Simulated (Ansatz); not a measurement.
# Response to strain in HgSe

Consider HgSe in the zinc blende structure (space group F-43m, No. 216; a = 6.063 Å).

Strains are applied to the cell and any free atomic positions relax.

Computed with LDA in Ansatz (plane waves to 420 eV, PAW, no spin-orbit coupling).

Notes on the quantities. energy relative to the base: free energy F.

```tsv
variant	energy relative to the base	pressure	volume per atom
base	0 meV/atom	0.0 GPa	27.86 Å³
isotropic strain −3.00 %	+46 meV/atom	6.7 GPa	25.43 Å³
isotropic strain −2.50 %	+31 meV/atom	5.3 GPa	25.82 Å³
isotropic strain −1.00 %	+4.8 meV/atom	1.9 GPa	27.03 Å³
isotropic strain −0.50 %	+1.2 meV/atom	0.9 GPa	27.44 Å³
isotropic strain +1.00 %	…	…	28.70 Å³
isotropic strain +1.50 %	+9.5 meV/atom	-2.3 GPa	29.13 Å³
isotropic strain +2.00 %	+17 meV/atom	-3.0 GPa	29.56 Å³
isotropic strain +2.50 %	+26 meV/atom	-3.6 GPa	30.00 Å³
isotropic strain +3.00 %	+36 meV/atom	-4.1 GPa	30.44 Å³
```

Q: Complete the table.

A: 
- isotropic strain +1.00 %, energy relative to the base: +4.3 meV/atom
- isotropic strain +1.00 %, pressure: -1.6 GPa

A case with no gap was solved on a k-mesh chosen for an insulator, which is coarse for it. No phonon test of stability was made. The final runs are not spin-polarised.

Ansatz is an electronic-structure program.
